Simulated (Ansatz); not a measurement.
Response to strain in CdTe

The reference is CdTe in the zinc blende structure (space group F-43m, No. 216; a = 6.5576 Å). Axes: x, y, z lie along the cube axes.

Strains are applied to the cell and any free atomic positions relax; under biaxial strain the out-of-plane vector relaxes too; under stress the whole cell relaxes.

Level of theory: r2SCAN (Ansatz, a first-principles code), no spin-orbit coupling.

Notes on the quantities. energy relative to the base: free energy F.

```tsv
variant	energy relative to the base	volume per atom	electron mass
base	0 meV/atom	35.25 Å³	0.090 mₑ (at Γ)
biaxial strain −4.94 %, plane normal [001], relaxed out of plane	+24 meV/atom	33.89 Å³	0.096 mₑ out of plane, 0.089 mₑ in plane (at Γ)
biaxial strain −1.31 %, plane normal [001], relaxed out of plane	+1.5 meV/atom	34.93 Å³	0.091 mₑ (at Γ)
biaxial strain −4.00 %, plane normal [111], relaxed out of plane	+26 meV/atom	33.57 Å³	0.082 mₑ out of plane, 0.10 mₑ in plane (at Γ)
isotropic strain −0.84 %	+2.9 meV/atom	34.37 Å³	0.093 mₑ (at Γ)
isotropic strain +1.87 %	+13 meV/atom	37.26 Å³	0.081 mₑ (at Γ)
uniaxial stress, 1 GPa compression along z	+5.9 meV/atom	34.89 Å³	0.090 mₑ (at Γ)
uniaxial stress, 1 GPa tension along z	+3.9 meV/atom	35.51 Å³	0.088 mₑ (at Γ)
tensor shear ε_xy = −2.40 %	+5.0 meV/atom	35.23 Å³	–
tensor shear ε_yz = +2.28 %	+4.5 meV/atom	35.23 Å³	–
```

With Te present, leaving out spin-orbit coupling can change the band edges. The levels and masses belong to the bands next to the band gap. Masses are band curvatures over ±0.01 Å⁻¹ around the edge. Stability under load was not tested beyond the relaxation.
